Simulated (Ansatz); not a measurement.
Short convergence ladders for a (111) slab of VRe (cut from a parent of space group no. 65; 10 atoms in the cell)

```yaml
crystal:
  lattice:
    - [2.64683, 0.00000, 0.00000]
    - [1.71667, 4.88464, 0.00000]
    - [0.00000, 0.00000, 22.54181]
  atoms:
    - { symbol: Re, position: [0.83253, 0.84188, 0.31053] }
    - { symbol: Re, position: [0.35087, 0.58453, 0.40526] }
    - { symbol: Re, position: [0.86921, 0.32717, 0.50000] }
    - { symbol: Re, position: [0.38755, 0.06981, 0.59474] }
    - { symbol: Re, position: [0.90589, 0.81245, 0.68947] }
    - { symbol: V, position: [0.83253, 0.34188, 0.31053] }
    - { symbol: V, position: [0.35087, 0.08453, 0.40526] }
    - { symbol: V, position: [0.86921, 0.82717, 0.50000] }
    - { symbol: V, position: [0.38755, 0.56981, 0.59474] }
    - { symbol: V, position: [0.90589, 0.31245, 0.68947] }
```

Base method: LDA (PW92), default PAW files made with PBE (plane waves; Ansatz, a first-principles code).

Base settings: basis.ecutwfc = 420 eV; kpoints.mp_grid.grid = 6 3 1; hamiltonian.xc = lda; hamiltonian.pseudopotentials = {kind: paw} (the program's default PAW files); scf.occupations.method = fermi_dirac; scf.occupations.width = 0.1 eV.

The count of work is k-points × plane waves × bands × iterations; it is no time. 

**The vacuum**

The mesh stays at the base's, so the ladder's end is converged at best in this setting alone.

Only quantities that move along the ladder and can be compared are tabulated.

| vacuum between outermost atoms (Å) | free energy less the last step's (meV/atom) | largest difference of a force vector from the last step's (eV/Å) | count of work / last |
|---|---|---|---|
| 3.0 | -242.84 | 1.955 | 0.30 |
| 4.0 | -73.84 | 0.612 | 0.33 |
| 5.0 | -16.88 | 0.165 | 0.35 |
| 6.0 | -3.30 | 0.044 | 0.38 |
| 7.0 | -0.58 | 0.013 | 0.40 |
| 8.0 | -0.09 | 0.005 | 0.43 |
| 10.0 | -0.01 | 0.003 | 0.48 |
| 12.0 | 0.01 | 0.001 | 0.53 |
| 14.0 | 0.00 | 0.002 | 0.59 |
| 17.0 | 0.00 | 0.003 | 0.66 |
| 20.0 | -0.01 | 0.001 | 0.74 |
| 25.0 | -0.03 | 0.005 | 0.87 |
| 30.0 | 0.00 | 0.000 | 1.0 |

Smallest vacuum between outermost atoms (Å) that holds the forces within 0.02 eV/Å of the last step, with all finer ones: 7.0, at 0.40 of the last step's count of work; the step before is off by 0.044 eV/Å.

Smallest vacuum between outermost atoms (Å) that holds the free energy within 0.5 meV/atom of the last step, with all finer ones: 8.0, at 0.43 of the last step's count of work; the step before is off by 0.58 meV/atom.

**The k-point mesh**

Only quantities that move along the ladder and can be compared are tabulated.

```csv
kpoints.mp_grid.grid,free energy less the last step's (meV/atom),largest difference of a force vector from the last step's (eV/Å)
3 2 1,130.72,0.337
4 2 1,14.62,0.302
5 3 1,-24.98,0.127
6 3 1,-11.50,0.080
7 4 1,6.73,0.037
8 4 1,2.98,0.043
10 5 1,2.48,0.026
11 6 1,-0.13,0.014
13 7 1,0.27,0.016
15 8 1,-0.07,0.008
18 9 1,0.29,0.005
21 11 1,0.19,0.002
25 13 1,0.05,0.002
29 15 1,0.04,0.001
34 17 1,0.00,0.000
```

Coarsest kpoints.mp_grid.grid that holds the forces within 0.02 eV/Å of the last step, with all finer ones: 11 6 1; the step before is off by 0.026 eV/Å.

Coarsest kpoints.mp_grid.grid that holds the free energy within 1 meV/atom of the last step, with all finer ones: 11 6 1; the step before is off by 2.5 meV/atom.

**The plane-wave cutoff**

The mesh stays at the base's, so the ladder's end is converged at best in this setting alone.

Only quantities that move along the ladder and can be compared are tabulated.

| basis.ecutwfc | free energy less the last step's (meV/atom) | largest difference of a force vector from the last step's (eV/Å) | count of work / last |
|---|---|---|---|
| 210 eV | 5016.16 | 0.299 | 0.17 |
| 250 eV | 1242.08 | 0.245 | 0.20 |
| 295 eV | 206.86 | 0.032 | 0.23 |
| 355 eV | 14.14 | 0.002 | 0.27 |
| 420 eV | 1.92 | 0.002 | 0.35 |
| 505 eV | 0.83 | 0.001 | 0.46 |
| 630 eV | 0.36 | 0.000 | 0.65 |
| 840 eV | 0.00 | 0.000 | 1.0 |

Coarsest basis.ecutwfc that holds the free energy within 5 meV/atom of the last step, with all finer ones: 420 eV, at 0.35 of the last step's count of work; the step before is off by 14 meV/atom.

Coarsest basis.ecutwfc that holds the forces within 0.01 eV/Å of the last step, with all finer ones: 355 eV, at 0.27 of the last step's count of work; the step before is off by 0.032 eV/Å.

On the base run: the starting cell comes from a database of computed structures (which also holds hypothetical and non-ambient phases and stackings), without a prior relaxation at this level. The slab is cut from that crystal, and its faces are unrelaxed. Its lattice was rescaled by up to half a per cent. Spin polarisation is off. Without a gap this mesh is coarse (it stands for a supercell whose shortest in-plane vector is 16 Å).

Keys are those of Ansatz 0.2.
